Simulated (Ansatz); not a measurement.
## Short convergence ladders for InBi (R3m, 2 atoms in the cell)

```yaml
crystal:
  lattice:
    - [0.00000, 3.39369, 3.39369]
    - [3.39369, 0.00000, 3.39369]
    - [3.39369, 3.39369, 0.00000]
  atoms:
    - { symbol: In, position: [0.00425, 0.00425, 0.00425] }
    - { symbol: Bi, position: [0.25000, 0.25000, 0.25000] }
```

Base method: PBEsol, default PAW files made with PBE (plane waves; Ansatz, a first-principles code).

Base settings: basis.ecutwfc = 420 eV; kpoints.mp_grid.grid = 9 9 9; hamiltonian.xc = pbesol; hamiltonian.pseudopotentials = {kind: paw} (the program's default PAW files); scf.occupations.method = gaussian; scf.occupations.width = 0.1 eV.

The count of work is k-points × plane waves × bands × iterations; it is no time. Core times come from one kind of shared machine, to one figure; runs under 30 s give none.

**The width of Fermi-Dirac smearing**

In this ladder: kpoints.mp_grid.grid = 15 15 15; scf.occupations.method = fermi_dirac.

Narrow widths need finer meshes than wide ones, so the last steps can hold mesh noise.

Only quantities that move along the ladder and can be compared are tabulated; pressure and forces are left out, as mesh noise rules them at narrow widths.

| scf.occupations.width | free energy less the last step's (meV/atom) | energy extrapolated to zero width less the last step's (meV/atom) |
|---|---|---|
| 1 eV | -728.03 | 138.46 |
| 0.5 eV | -122.00 | 46.37 |
| 0.3 eV | -28.68 | 11.84 |
| 0.2 eV | -9.16 | 3.19 |
| 0.1 eV | -1.29 | 0.31 |
| 0.05 eV | 0.00 | 0.00 |

Widest scf.occupations.width that holds the free energy within 5 meV/atom of the last step, with all finer ones: 0.1 eV; the step before is off by 9.2 meV/atom.

Widest scf.occupations.width that holds the energy extrapolated to zero width within 1 meV/atom of the last step, with all finer ones: 0.1 eV; the step before is off by 3.2 meV/atom.

**The width of Methfessel-Paxton smearing**

In this ladder: kpoints.mp_grid.grid = 15 15 15; scf.occupations.method = methfessel_paxton.

Narrow widths need finer meshes than wide ones, so the last steps can hold mesh noise.

Only quantities that move along the ladder and can be compared are tabulated; pressure and forces are left out, as mesh noise rules them at narrow widths.

| scf.occupations.width | free energy less the last step's (meV/atom) |
|---|---|
| 0.5 eV | 2.59 |
| 0.3 eV | 0.52 |
| 0.2 eV | 0.11 |
| 0.1 eV | 0.01 |
| 0.05 eV | 0.00 |

Widest scf.occupations.width that holds the free energy within 2 meV/atom of the last step, with all finer ones: 0.3 eV; the step before is off by 2.6 meV/atom.

**The mesh under tetrahedron occupations**

In this ladder: scf.occupations.method = tetrahedron; scf.occupations.width = default.

Only quantities that move along the ladder and can be compared are tabulated.

| kpoints.mp_grid.grid | free energy less the last step's (meV/atom) | pressure (GPa) | largest difference of a force vector from the last step's (eV/Å) | count of work / last | core time / last (rough) |
|---|---|---|---|---|---|
| 4 4 4 | 80.92 | -0.61 | 0.018 | 0.018 | – |
| 5 5 5 | 32.68 | -0.86 | 0.004 | 0.024 | – |
| 6 6 6 | 14.95 | -0.95 | 0.002 | 0.041 | – |
| 7 7 7 | 7.42 | -0.97 | 0.005 | 0.056 | – |
| 8 8 8 | 3.90 | -0.98 | 0.006 | 0.083 | – |
| 10 10 10 | 1.19 | -0.99 | 0.006 | 0.15 | – |
| 13 13 13 | 0.16 | -0.98 | 0.004 | 0.30 | 0.3 |
| 16 16 16 | 0.00 | -0.98 | 0.003 | 0.53 | 0.5 |
| 20 20 20 | 0.00 | -0.98 | 0.000 | 1.0 | 1 |

Coarsest kpoints.mp_grid.grid that holds the forces within 0.01 eV/Å of the last step, with all finer ones: 5 5 5, at 0.024 of the last step's count of work; the step before is off by 0.018 eV/Å.

Coarsest kpoints.mp_grid.grid that holds the pressure within 0.2 GPa of the last step, with all finer ones: 5 5 5, at 0.024 of the last step's count of work; the step before is off by 0.37 GPa.

Coarsest kpoints.mp_grid.grid that holds the free energy within 2 meV/atom of the last step, with all finer ones: 10 10 10, at 0.15 of the last step's count of work; the step before is off by 3.9 meV/atom.

On the base run: the starting cell comes from a database of computed structures (which also holds hypothetical and non-ambient phases and stackings), without a prior relaxation at this level. Its lattice was rescaled by up to half a per cent. One atom was moved a little off its site on purpose. Ansatz's pressure includes its estimate of the finite-basis (Pulay) stress.

Left out of this page: 4 runs of the series outside the window shown, repeating another row's setting, or not comparable; 1 run of the series unsound by tests on forces, stress, charge or solver warnings.

Keys are those of Ansatz 0.2.
